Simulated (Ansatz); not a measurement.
The decay constant κ of evanescent states in the gap governs leakage through a thin film.

Consider the following.

```
CELL_PARAMETERS angstrom
      3.95140     0.00000     0.00000
      0.00000     3.95140     0.00000
      1.97570    -1.97570     2.79406
ATOMIC_POSITIONS crystal
  Na 0.00000 0.00000 0.00000
  Cl 0.50000 0.50000 0.00000
```

The cell is taken as given.

Transport runs along the normal of the first two printed cell vectors, the (001) plane of the conventional cell.

The gap is the functional's own. No spin-orbit coupling. Mid-gap values are those at the computed energy nearest the middle.

Q: Estimate the band gap and the smallest decay constant κ at mid-gap that r2SCAN (Ansatz, a first-principles code) returns for this system.

A: Gap 6.02 eV on a 12×12×12 mesh; κ = 0.421 1/Å, at the zone centre.
